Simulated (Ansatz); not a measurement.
**Au: response to strain**

The parent structure is Au in the fcc (Cu type) structure (space group Fm-3m, No. 225; relaxed with 0.1 eV smearing).

```yaml
crystal:
  lattice:
    - [0.00000, 2.02383, 2.02383]
    - [2.02383, 0.00000, 2.02383]
    - [2.02383, 2.02383, 0.00000]
  atoms:
    - { symbol: Au, position: [0.00000, 0.00000, 0.00000] }
```

Cartesian axes are those of the cell as printed.

Strains are applied to the cell and any free atomic positions relax; under biaxial strain the out-of-plane vector relaxes too.

All numbers come from DFT with LDA, PAW potentials and a 420 eV plane-wave cutoff in Ansatz (a program for electronic structure), no spin-orbit coupling.

Candidates:
(a) biaxial strain −2.50 %, plane normal [001], relaxed out of plane
(b) biaxial strain +0.50 %, plane normal [001], relaxed out of plane
(c) biaxial strain +2.50 %, plane normal [001], relaxed out of plane
(d) biaxial strain +1.50 %, plane normal [001], relaxed out of plane

Notes on the quantities. energy relative to the base: free energy F.

Task: Order them by energy relative to the base, highest first.

Result: (a) biaxial strain −2.50 %, plane normal [001], relaxed out of plane (+6.9 meV/atom), (c) biaxial strain +2.50 %, plane normal [001], relaxed out of plane (+3.7 meV/atom), (d) biaxial strain +1.50 %, plane normal [001], relaxed out of plane (+1.7 meV/atom), (b) biaxial strain +0.50 %, plane normal [001], relaxed out of plane (+0.2 meV/atom)

No phonon test of stability was made.
